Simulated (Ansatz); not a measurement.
Consider ZnO in the wurtzite structure (space group P6_3mc, No. 186).

```yaml
crystal:
  lattice:
    - [3.27948, 0.00000, 0.00000]
    - [-1.63974, 2.84011, 0.00000]
    - [0.00000, 0.00000, 5.29371]
  atoms:
    - { symbol: Zn, position: [0.33333, 0.66667, 0.00146] }
    - { symbol: Zn, position: [0.66667, 0.33333, 0.50146] }
    - { symbol: O, position: [0.33333, 0.66667, 0.38054] }
    - { symbol: O, position: [0.66667, 0.33333, 0.88054] }
```

Computed with PBE in Ansatz (plane waves to 420 eV, PAW, spin-orbit coupling left out).

One change was made to it. Results:

The density increases by 0.09 g/cm³ (5.48 g/cm³ → 5.57 g/cm³); the electron mass stays 0.14 mₑ (at Γ); the valence-band top at Γ (three highest levels, from the VBM) remains 0.00, 0.00, -0.08 eV; the band gap grows by 0.023 eV (0.74 eV → 0.77 eV); the width of the top valence band goes up by 0.035 eV (1.71 eV → 1.74 eV).

Name the change that was made.
A) pressure 0.9 GPa
B) pressure 9 GPa
C) pressure 2.1 GPa

C, pressure 2.1 GPa. For comparison, the density in the other runs: pressure 9 GPa gives 5.83 g/cm³; pressure 0.9 GPa gives 5.52 g/cm³.

Load acts through the strain it causes; cell and atoms are relaxed under it. Masses are band curvatures over ±0.01 Å⁻¹ around the edge. No phonon test of stability was made. Tetrahedral semiconductors of this kind turn to denser phases somewhere between about 1 and 50 GPa; those were not computed, so compressed cells here can lie past the real transition.

Ansatz is a program for electronic structure.
